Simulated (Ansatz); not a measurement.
Start from InP in the zinc blende structure (space group F-43m, No. 216; a = 5.879 Å). Axes: x, y, z lie along the cube axes.

All numbers come from Ansatz (a quantum-chemistry and plane-wave program), PBEsol, PAW, cutoff 420 eV, scalar-relativistic without spin-orbit coupling.

Strains are applied to the cell and any free atomic positions relax; under stress the whole cell relaxes.

One change was made to it. Results:

```tsv
quantity	base	after
band gap	0.57 eV	0.21 eV
valence-band top at Γ (three highest levels, from the VBM)	0.00, 0.00, 0.00 eV	0.00, -0.69, -0.69 eV
volume per atom	25.39 Å³	24.44 Å³
```

Q: What was done to the base?
A. uniaxial stress, 3 GPa tension along z
B. uniaxial stress, 0.5 GPa compression along x
C. uniaxial strain ε_zz = +1.82 %
D. uniaxial strain ε_yy = +3.58 %
E. uniaxial stress, 5 GPa compression along z

A: E, uniaxial stress, 5 GPa compression along z. For comparison, the band gap in the other runs: uniaxial stress, 0.5 GPa compression along x gives 0.54 eV; uniaxial strain ε_yy = +3.58 % gives 0.32 eV; uniaxial stress, 3 GPa tension along z gives 0.36 eV; uniaxial strain ε_zz = +1.82 % gives 0.44 eV.

Semilocal Kohn–Sham gaps tend to fall short of experiment. Stability under load was not tested beyond the relaxation. A zero or small gap of InP under uniaxial stress, 5 GPa compression along z can be the functional's error rather than a property of the material.
